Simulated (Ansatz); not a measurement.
The reference is AlCr$_{2}$C (space group P6_3/mmc, No. 194; a = 2.812 Å, c = 12.600 Å; non-magnetic).

Computed with Kohn–Sham DFT with the PBEsol functional, run in Ansatz (a quantum-chemistry and plane-wave program) with PAW and 420 eV plane waves, without spin-orbit coupling, earlier PAW set.

Before the change:

| Quantity | Result |
|---|---|
| Volume per atom | 10.78 Å³ |

It is then changed as follows: cell and atoms relaxed at a pressure of 7.5 GPa.

Predict the new volume per atom.

The volume per atom shrinks by 0.36 Å³, from 10.78 Å³ to 10.42 Å³.

Load acts through the strain it causes; cell and atoms are relaxed under it. Stability against distortions was not tested. Competing high-pressure phases were not computed. Seeded moments were not kept for the base. The final runs are not spin-polarised.
